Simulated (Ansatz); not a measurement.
Take PbZrO₃ in the cubic perovskite structure (space group Pm-3m, No. 221; a = 4.1413 Å; a cell from a computed database, its experimental status unchecked) as the base. Axes: x, y, z lie along the cube axes.

One thing is altered: compressive biaxial strain of 0.42 % in the plane normal to [001], as in epitaxy on a mismatched substrate; the out-of-plane cell vector and the atoms relax.

Levels (all Ansatz, a quantum-chemistry and plane-wave program, PAW): PBEsol (420 eV, spin-orbit coupling left out); HSE06 (420 eV, scalar-relativistic without spin-orbit coupling).

The geometry is relaxed with PBEsol.

| Quantity | Value |
|---|---|
| PBEsol band gap | 2.33 eV |

### Question
What does HSE06 give at this geometry for the band gap?

### Answer
The band gap grows by 1.13 eV to 3.46 eV.

Single points use the geometry relaxed with PBEsol. HSE06 was sampled on its mesh, a few special points and the semilocal edge points, so its gap is an upper bound. With Pb present, leaving out spin-orbit coupling can change the band edges. No phonon test of stability was made. Many cubic perovskites are stable only at high temperature; tilts and polar distortions were not tested.
